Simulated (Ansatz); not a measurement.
# ZrAl₃ (I4/mmm, No. 139)

All values below come from PBE0 (plane waves, PAW; Ansatz, an electronic-structure program).

Run with plane-wave cutoff 460 eV, 10×10×10 k mesh, Fermi–Dirac smearing 0.05 eV, scalar-relativistic PAW data made under PBE.

Cell (relaxed at this level):

Space group I4/mmm (No. 139); a = b = 3.995 Å, c = 17.249 Å, α = β = γ = 90.00°

| atom | site | symmetry | x | y | z |
|---|---|---|---|---|---|
| Zr | 4e | 4mm | 0.0000 | 0.0000 | 0.1186 |
| Al | 4c | mmm. | 0.0000 | 0.5000 | 0.0000 |
| Al | 4d | -4m2 | 0.0000 | 0.5000 | 0.2500 |
| Al | 4e | 4mm | 0.0000 | 0.0000 | 0.3750 |
(The calculation used a cell of 8 atoms; values per cell refer to that cell.)

For ZrAl₃ (I4/mmm, No. 139), the band gap is zero (no gap).

Spin–orbit coupling is not included.
